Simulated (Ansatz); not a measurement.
**Work function of Rh(110) slab by several functionals**

All runs by Ansatz (plane waves, PAW, no spin-orbit coupling): 9 layers on the in-plane lattice of PBE, ions relaxed at each level.

| level | work function (eV) | rough cost against PBE (one kind of shared host) |
|---|---|---|
| LDA | (withheld) | within a factor of 2 |
| PBE | 4.53 | 1 |
| PBEsol | (withheld) | within a factor of 2 |
| r2SCAN | 4.44 | within a factor of 2 |

Question: Some entries are withheld; supply them.

Answer: 
- LDA, work function (eV): 4.89
- PBEsol, work function (eV): 4.62

Question: Which level lies nearest to measurement, and on which side does PBE miss?

Answer: Measured (this face): 4.86 eV (measured; Abhirup Patra, Jefferson E. Bates, Jianwei Sun et al., Proceedings of the National Academy of Sciences (2017), arXiv:1702.08515). Misses: LDA +0.03, PBE -0.33, PBEsol -0.24, r2SCAN -0.42 eV. Nearest is LDA, though measured values of one face scatter by 0.1 eV or more.

Ansatz is a program for electronic structure.
